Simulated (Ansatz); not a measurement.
By PBEsol, the system below comes out a metal.

A figure of merit of an interconnect metal is its ballistic conductance per area.

Here is the system:

```
Tc
1.0
    2.73658     0.00000     0.00000
   -1.36829     2.36995     0.00000
    0.00000     0.00000     4.39490
Tc
2
Direct
  0.33333   0.66667   0.25000
  0.66667   0.33333   0.75000
```

Space group of this cell: P6_3/mmc, hcp (Mg type). The cell is taken as given; by PBEsol its mean pressure is -5.5 GPa.

The current flows along the normal of the first two printed cell vectors, the (001) plane of the conventional cell. No spin-orbit coupling; the value is a mean over 0.1 eV about the Fermi level.

Compute, with Ansatz (an electronic-structure program) with PBEsol, the ballistic conductance per area.

1.8 × 10¹⁵ S/m² for both spins.
